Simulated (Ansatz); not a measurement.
A computed series for hypothetical cubic perovskite SrSnS3: response to strain

Base system: SrSnS₃ in the cubic perovskite structure (space group Pm-3m, No. 221; a hypothetical phase, not in the database extracts checked).

```
SrSnS3
1.0
    4.97550     0.00000     0.00000
    0.00000     4.97550     0.00000
    0.00000     0.00000     4.97550
Sr Sn S
1 1 3
Direct
  0.00000   0.00000   0.00000
  0.50000   0.50000   0.50000
  0.00000   0.50000   0.50000
  0.50000   0.50000   0.00000
  0.50000   0.00000   0.50000
```

Cartesian axes are those of the cell as printed.

Strains are applied to the cell and any free atomic positions relax; under biaxial strain the out-of-plane vector relaxes too.

Method: Ansatz (an electronic-structure program), PBEsol, PAW, cutoff 420 eV, scalar-relativistic without spin-orbit coupling.

Notes on the quantities. pressure: mean of the normal stresses, compression positive; energy relative to the base: free energy F.

| change | space group | pressure | energy relative to the base | shortest interatomic distance |
|---|---|---|---|---|
| base | Pm-3m (No. 221) | 0.0 GPa | 0 meV/atom | 2.488 Å |
| biaxial strain +1.44 %, plane normal [111], relaxed out of plane | R-3m (No. 166) | -0.8 GPa | +2.6 meV/atom | 2.499 Å |
| biaxial strain +1.64 %, plane normal [111], relaxed out of plane | R-3m (No. 166) | ? | ? | ? |
| uniaxial strain ε_zz = +1.41 % | P4/mmm (No. 123) | -0.8 GPa | +1.8 meV/atom | 2.488 Å |
| uniaxial strain ε_zz = +4.42 % | P4/mmm (No. 123) | -2.3 GPa | +16 meV/atom | 2.488 Å |

Fill in the withheld entries from the trend.


- biaxial strain +1.64 %, plane normal [111], relaxed out of plane, pressure: -0.9 GPa
- biaxial strain +1.64 %, plane normal [111], relaxed out of plane, energy relative to the base: +3.4 meV/atom
- biaxial strain +1.64 %, plane normal [111], relaxed out of plane, shortest interatomic distance: 2.501 Å

Without a gap, meshes like the base's 10×10×10 leave anisotropic stresses uncertain by several tenths of a GPa, and small strain energies with them. Stability against distortions was not tested. The final runs are not spin-polarised. Many cubic perovskites are stable only at high temperature; tilts and polar distortions were not tested.
